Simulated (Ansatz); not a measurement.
# CdSe: pressure series

Consider CdSe in the wurtzite structure (space group P6_3mc, No. 186).

```xyz
4
Lattice="4.3828 0.0000 0.0000 -2.1914 3.7956 0.0000 0.0000 0.0000 7.1544" Properties=species:S:1:pos:R:3 pbc="T T T"
Cd     0.0000     2.5304     0.0009
Cd     2.1914     1.2652     3.5781
Se     0.0000     2.5304     2.6891
Se     2.1914     1.2652     6.2663
```

Cell and atoms are relaxed at each pressure.

Method: Ansatz (an electronic-structure program) PBE, scalar-relativistic without spin-orbit coupling.

Candidates:
(a) pressure 22.5 GPa
(b) pressure 9 GPa
(c) pressure 4.5 GPa
(d) pressure 2.1 GPa
(e) pressure 0.9 GPa

Before the change:

* **Width of the top valence band**: 1.56 eV

Order them by width of the top valence band, lowest first.

(e) pressure 0.9 GPa (1.61 eV), (d) pressure 2.1 GPa (1.68 eV), (c) pressure 4.5 GPa (1.81 eV), (b) pressure 9 GPa (2.01 eV), (a) pressure 22.5 GPa (2.67 eV)

The levels and masses belong to the bands next to the band gap. Load acts through the strain it causes; cell and atoms are relaxed under it. Whether these cells are dynamically stable was not tested. Measured, CdSe leaves this structure (for rock salt) near 2.72 GPa (temperature not stated; as listed in Datta, Sujoy, Jana, Debnarayan, arXiv (2020)), on rising pressure, with hysteresis.
